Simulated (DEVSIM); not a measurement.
System: abrupt InP n-p junction, at 300 K.

```csv
layer (left to right),material,thickness (μm),Nd (cm⁻³),Na (cm⁻³),τn (s),τp (s)
1,InP,1.50,3.3e15,-,3.4e-9,3.4e-9
2,InP,40.0,-,4.3e17,3.4e-9,3.4e-9
```

Left contact: ohmic. Right contact: ohmic. Voltage is applied to the left contact. Recombination: SRH at mid-gap, radiative. Mobility is constant in doping.

The device is made up for the run: typed textbook-type constants, with dimensions and the other settings drawn at random. Values at 300 K.

| parameter | InP |
|---|---|
| gap (eV) | 1.344 |
| affinity (eV) | 4.38 |
| permittivity | 12.5 |
| Nc (cm⁻³) | 5.7e17 |
| Nv (cm⁻³) | 1.1e19 |
| μn (cm²/Vs) | 5200 |
| μp (cm²/Vs) | 170 |
| B (cm³/s) | 1.2e-10 |

Model (solved in DEVSIM): 1D drift-diffusion, Boltzmann statistics, complete ionisation; no tunnelling, impact ionisation, image-force lowering or self-heating.

The thickness of layer 1 was swept, all else fixed.

```
thickness of layer 1 (μm)  largest field in the device at zero bias (V/cm)  dark forward voltage at 1 A/cm² (V)  dark forward voltage at 100 A/cm² (V)
-------------------------  -----------------------------------------------  -----------------------------------  -------------------------------------
0.3                                                                  50000                                0.850                                  1.040
0.52                                                                 44000                                0.883                                  1.066
0.9                                                                  43000                                0.903                                  1.086
1.5                                                                  43000                                0.913                                  1.100
2.5                                                                  43000                                0.918                                  1.111
4.5                                                                  43000                                0.919                                  1.119
7.5                                                                  43000                                0.919                                      ?
```

Complete the blanks.


- 7.5, dark forward voltage at 100 A/cm² (V): 1.129
